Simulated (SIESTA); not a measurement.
Band structure of TiPt₃ (P6_3/mmc, 8 atoms in the cell).

```xyz
8
Lattice="5.6695 0.0000 0.0000 -2.8348 4.9100 0.0000 0.0000 0.0000 4.5680" Properties=species:S:1:pos:R:3 pbc="T T T"
Ti     0.0000     3.2733     3.4260
Ti     2.8348     1.6367     1.1420
Pt     0.0000     1.6419     1.1420
Pt     2.8348     3.2680     3.4260
Pt     4.2476     0.8210     3.4260
Pt    -1.4128     4.0890     1.1420
Pt     1.4128     4.0890     1.1420
Pt     1.4220     0.8210     3.4260
```

Level of theory: LDA PW92, numerical atomic orbitals DZP, PseudoDojo LDA standard norm-conserving potentials (rewritten from UPF to PSML) run with SIESTA.

Settings: XC.functional = LDA; XC.authors = PW92; potentials = PseudoDojo LDA standard; PAO.BasisSize = DZP; PAO.EnergyShift = 0.005 Ry; MeshCutoff = 300 Ry; kgrid.MonkhorstPack = 5 5 5; OccupationFunction = MP; OccupationMPOrder = 0; ElectronicTemperature = 1160.45 K; MaxSCFIterations = 150; SCF.Mixer.Method = Broyden; SCF.Mixer.Weight = 0.25; SCF.Mixer.History = 6.

The starting cell comes from a database of computed structures (which also holds hypothetical and non-ambient phases and stackings), without a prior relaxation at this level. Its lattice was rescaled by a random factor within 2.5 % of one. Spin-orbit coupling is off. Spin polarisation is off. Values carry the incompleteness of an atom-centred basis.

Levels in eV from the Fermi level, bands 63 to 68:
```json
[
 {"point": "Γ", "63": "-0.31", "64": "-0.06", "65": "-0.05", "66": "0.00", "67": "1.11", "68": "1.11"},
 {"point": "M", "63": "-1.58", "64": "-0.56", "65": "-0.45", "66": "-0.32", "67": "0.23", "68": "0.49"},
 {"point": "K", "63": "-1.26", "64": "-1.26", "65": "-0.44", "66": "-0.36", "67": "0.43", "68": "0.43"},
 {"point": "A", "63": "-0.12", "64": "-0.12", "65": "0.50", "66": "0.50", "67": "0.63", "68": "0.63"},
 {"point": "L", "63": "-1.14", "64": "-1.14", "65": "-0.61", "66": "-0.61", "67": "0.19", "68": "0.19"},
 {"point": "H", "63": "-1.40", "64": "-1.40", "65": "-0.61", "66": "-0.61", "67": "-0.05", "68": "-0.05"}
]
```

Bands cross the Fermi level along this path, so the cell is metallic at this level.

Higher empty bands are left out: an atom-centred basis made for the valence describes them poorly.
